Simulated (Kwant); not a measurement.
System: six-terminal Hall bar in a GaN two-dimensional gas. Effective mass 0.22 mₑ, grid spacing 3.8 nm, hard walls, nominal width 100 nm (27 grid rows, so walls 106.4 nm apart), one parabolic valley, scattering region 260 nm long along x; energies count from the band bottom; Fermi energy swept from 0.0012675 to 0.01014 eV. Four side probes 50 nm wide, two on each edge; current runs along x; the sign of the Hall resistance is a convention. Perpendicular field 4.4 T, also in the leads; orbital effect alone.

The device is made up for the run: typed textbook-type constants, with dimensions and the other settings drawn at random.

Kwant, effective-mass tight-binding model on a square grid, one spin, coherent transport at 0 K. Resistances are in h/e².

Question: How many Landau levels lie under the Fermi energy, and what Hall resistance follows, at 1.72 meV and 4.40 T; 3.97 meV and 4.40 T; 4.73 meV and 4.40 T; 6.98 meV and 4.40 T?

Answer: ħωc = ħeB/m = 0.526 meV a tesla; levels lie at (n + ½)ħωc. E/ħωc = 0.74 gives 1 level and h/(1e²) = 1.000; simulated 1.000. E/ħωc = 1.72 gives 2 levels and h/(2e²) = 0.500; simulated 0.500. E/ħωc = 2.04 gives 2 levels and h/(2e²) = 0.500; simulated 0.500. E/ħωc = 3.02 gives 3 levels and h/(3e²) = 0.333; simulated 0.333.
